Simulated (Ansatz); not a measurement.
Density of states of C$_{3}$N$_{4}$ (R3m) above the conduction band minimum, Ansatz (a first-principles code) with PBEsol+D3BJ, rigid bands; cell volume 61.0 Å³.

(energy from edge (eV), 10⁻³ states/eV/cell): (0.006, 64.6); (0.031, 147); (0.056, 203); (0.081, 247); (0.106, 291); (0.131, 334); (0.156, 373); (0.181, 414); (0.206, 456); (0.231, 496); (0.256, 541); (0.281, 587); (0.319, 662); (0.344, 716); (0.369, 770); (0.394, 832); (0.419, 903); (0.444, 980); (0.469, 1070); (0.494, 1160); (0.519, 1270); (0.544, 1400); (0.569, 1550); (0.594, 1730)

Task: What effective density of states at 300 K does this give (∫ g(E) exp(−E/k_BT) dE, both spins, divided by the cell's size)?

Result: 5.2e19 cm⁻³, a density-of-states mass of 1.62 mₑ, valleys and band degeneracy included.

Spin-orbit coupling is left out. Geometry: cell and atoms relaxed with PBEsol+D3(BJ).

Computed structure with no diffraction record at hand here (it may be known, metastable or hypothetical): C3N4 (R3m). PBEsol with a dispersion correction tends to overbind, so the cell can be several per cent short, in bad cases over ten, which usually narrows a gap: C3N4 (R3m).
